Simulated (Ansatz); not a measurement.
Subject: the energy of the reaction as written. Reaction: Au (fcc) + Cu (fcc) → cell A. Negative: the products are lower in energy.

Cell A: a sheet of composition CuAu, 2 atoms, rectangular cell of 2.66 × 4.40 Å (11.7 Å²), symmetry Pmmm, 0.0 Å thick under 16 Å of vacuum, in-plane vectors relaxed; planes from bottom to top: CuAu, all atoms in one plane; a model cell; spin state with PBE: run without spin, k-point mesh 18×10×1.
```
AuCu
1.0
    2.66021     0.00000     0.00000
    0.00000     4.39648     0.00000
    0.00000     0.00000    16.00000
Cu Au
1 1
Direct
  0.00000   0.00000   0.50000
  0.50000   0.50000   0.50000
```

Reference: Au (fcc, Fm-3m), 1 atom in the cell, k-point mesh 24×24×24 on the run's own vectors. Conventional cell: a = b = c = 4.158 Å, α = β = γ = 90.00°.

Reference: Cu (fcc, Fm-3m), 1 atom in the cell; spin state with PBE: run without spin, k-point mesh 28×28×28 on the run's own vectors. Conventional cell: a = b = c = 3.6292 Å, α = β = γ = 90.00°.

Computed with Ansatz (plane waves, PAW), its PAW set soft_1, cutoff 420 eV, 500 eV for r2SCAN. The structures are at rest with PBE; other levels are single points on them. Neutral cells; Fermi-Dirac smearing of at most 0.10 eV in the solids, energies taken to zero width. The lattices are those relaxed with PBE, so at other levels the solids can be strained, which adds to the spread. A dispersion term (D3(BJ), or D4 for r2SCAN) was computed beside these levels and is taken off wherever the name lacks it. No zero-point or thermal terms. Spin-orbit coupling is left out. Cell A has symmetry Pmmm and got no random move, so less symmetric positions, which may lie lower, weren't tried.

Predict the value from PBE.

0.84 eV, for Au (fcc) + Cu (fcc) → cell A.

What do the other levels give, and how wide is the spread?


```tsv
Method	value (eV)	less PBE
r2SCAN	1.05	0.21
```

The levels span 0.21 eV, from PBE (0.84) to r2SCAN (1.05).

Ansatz is an electronic-structure program.
